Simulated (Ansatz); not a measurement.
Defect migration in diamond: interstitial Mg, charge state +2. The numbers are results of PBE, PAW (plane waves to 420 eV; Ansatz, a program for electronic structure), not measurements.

Settings: 64 host sites, the relaxed PBE lattice, a 2×2×2 k-point mesh shifted by half a step, smearing 0.01 eV, spin-restricted, no image-charge correction. No zero-point or tunnelling terms. The host's phase is taken as given; its stability against other phases was not computed. The charge state is imposed; whether it is stable for some Fermi level was not computed. Sites that were not tried may lie lower.

Relaxed starting cell (atoms counted from 1):

```xyz
65
Lattice="7.1431 0.0000 0.0000 0.0000 7.1431 0.0000 0.0000 0.0000 7.1431" Properties=species:S:1:pos:R:3 pbc="T T T"
C     -0.0037    -0.0016     1.9182
C     -0.0036    -0.0016     5.2325
C     -0.0036     3.5700     1.8053
C     -0.0035     3.5700     5.3453
C      3.5680    -0.0016     1.8053
C      3.5681    -0.0016     5.3453
C      3.5680     3.5699     1.7905
C      3.5680     3.5700     5.3601
C      0.9016     2.7050     0.9089
C      0.8919     2.6924     4.4528
C      0.9966     6.1408     1.0041
C      0.9016     6.2365     4.4404
C      4.4454     2.6924     0.8992
C      4.4604     2.6777     4.4677
C      4.4330     6.2365     0.9089
C      4.4455     6.2459     4.4528
C     -0.0032     1.9129     0.0038
C     -0.0036     1.8000     3.5753
C     -0.0038     5.2273     0.0038
C     -0.0034     5.3399     3.5754
C      3.5678     1.8000     0.0037
C      3.5681     1.7851     3.5754
C      3.5681     5.3399     0.0038
C      3.5678     5.3548     3.5753
C      0.9014     0.9035     2.7103
C      0.9970     0.9988     6.1463
C      0.8919     4.4474     2.6978
C      0.9014     4.4351     6.2419
C      4.4455     0.8939     2.6978
C      4.4330     0.9036     6.2419
C      4.4601     4.4623     2.6831
C      4.4455     4.4474     6.2514
C      1.9108    -0.0017     0.0035
C      1.7980    -0.0015     3.5753
C      1.7980     3.5701     0.0038
C      1.7831     3.5698     3.5752
C      5.2250    -0.0015     0.0039
C      5.3380    -0.0017     3.5753
C      5.3380     3.5699     0.0037
C      5.3529     3.5701     3.5753
C      2.6758     2.6775     2.6830
C      2.6904     2.6926     6.2513
C      2.6904     6.2461     2.6977
C      2.7031     6.2363     6.2418
C      6.2440     2.6925     2.6978
C      6.2346     2.7049     6.2418
C      6.2346     6.2363     2.7104
C      6.1391     6.1412     6.1465
C      1.7826     1.7844     1.7898
C      1.8300     1.8318     5.3134
C      1.8298     5.3081     1.8371
C      1.7826     5.3554     5.3608
C      5.3061     1.8319     1.8373
C      5.3536     1.7844     5.3608
C      5.3534     5.3554     1.7899
C      5.3062     5.3081     5.3135
C      2.7029     0.9033     0.9088
C      2.6906     0.8938     4.4528
C      2.6905     4.4474     0.8992
C      2.6756     4.4621     4.4676
C      6.1390     0.9988     1.0045
C      6.2344     0.9034     4.4402
C      6.2344     4.4349     0.9088
C      6.2441     4.4474     4.4528
Mg    -0.0036    -0.0014     0.0038
```
Cell charge +2.

End state 1 differs by these moves (Å; atoms that move under 0.08 Å are left out):

```json
[
 {"atom": "1", "element": "C", "Δx": "0.01", "Δy": "-0.01", "Δz": "-0.10"},
 {"atom": "2", "element": "C", "Δx": "0.11", "Δy": "-0.11", "Δz": "0.02"},
 {"atom": "11", "element": "C", "Δx": "-0.11", "Δy": "0.11", "Δz": "-0.11"},
 {"atom": "14", "element": "C", "Δx": "-0.05", "Δy": "0.05", "Δz": "-0.05"},
 {"atom": "17", "element": "C", "Δx": "0.11", "Δy": "-0.02", "Δz": "0.11"},
 {"atom": "19", "element": "C", "Δx": "0.01", "Δy": "0.10", "Δz": "0.01"},
 {"atom": "26", "element": "C", "Δx": "0.02", "Δy": "-0.11", "Δz": "0.11"},
 {"atom": "30", "element": "C", "Δx": "-0.10", "Δy": "-0.01", "Δz": "0.01"},
 {"atom": "33", "element": "C", "Δx": "-0.10", "Δy": "-0.01", "Δz": "0.01"},
 {"atom": "37", "element": "C", "Δx": "0.02", "Δy": "-0.11", "Δz": "0.11"},
 {"atom": "46", "element": "C", "Δx": "0.01", "Δy": "0.10", "Δz": "0.01"},
 {"atom": "48", "element": "C", "Δx": "0.11", "Δy": "-0.02", "Δz": "0.11"},
 {"atom": "51", "element": "C", "Δx": "-0.05", "Δy": "0.05", "Δz": "-0.05"},
 {"atom": "54", "element": "C", "Δx": "-0.11", "Δy": "0.11", "Δz": "-0.11"},
 {"atom": "61", "element": "C", "Δx": "0.11", "Δy": "-0.11", "Δz": "0.02"},
 {"atom": "62", "element": "C", "Δx": "0.01", "Δy": "-0.01", "Δz": "-0.10"},
 {"atom": "65", "element": "Mg", "Δx": "-0.89", "Δy": "0.89", "Δz": "-0.89"}
]
```

Q: Predict the forward and backward barriers to end state 1 from PBE, PAW.

A: forward 2.02 eV, backward 2.02 eV; at the saddle point atom 65 has neighbours 6 C at 1.74 Å. The program found a first-order saddle point.
